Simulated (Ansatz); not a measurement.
Start from NaCaF3 in the cubic perovskite structure (space group Pm-3m, No. 221; a = 4.3716 Å; a hypothetical phase, not in the database extracts checked). Axes: x, y, z lie along the cube axes.

It is then changed as follows: tensile biaxial strain of 0.38 % in the plane normal to [001], as in epitaxy on a mismatched substrate; the out-of-plane cell vector and the atoms relax.

Levels (all Ansatz, a program for electronic structure, PAW): PBEsol (420 eV, no spin-orbit coupling); r2SCAN (500 eV, scalar-relativistic without spin-orbit coupling); HSE06 (420 eV, spin-orbit coupling left out).

One geometry, relaxed with PBEsol, under each level:

| level | band gap | lowest conduction level above the VBM at special points | pressure |
|---|---|---|---|
| PBEsol | 5.09 eV | Γ 5.09 eV; X 7.21 eV; Z 7.23 eV; M 8.23 eV | -0.33 GPa |
| r2SCAN | 5.93 eV | Γ 5.93 eV; X 8.06 eV; Z 8.09 eV; M 9.14 eV | 0.03 GPa |
| HSE06 | … | … | – |

Problem. Give the withheld HSE06 results.

Solution. 
- HSE06, band gap: 7.10 eV
- HSE06, lowest conduction level above the VBM at special points: Γ 7.10 eV; X 9.21 eV; Z 9.24 eV

Single points use the geometry relaxed with PBEsol. Their cutoffs differ, which shifts pressures a little. HSE06 was sampled on its mesh, a few special points and the semilocal edge points, so its gap is an upper bound. Whether these cells are dynamically stable was not tested. Many cubic perovskites are stable only at high temperature; tilts and polar distortions were not tested. Labels are those of the standard path for the cell's own space group.
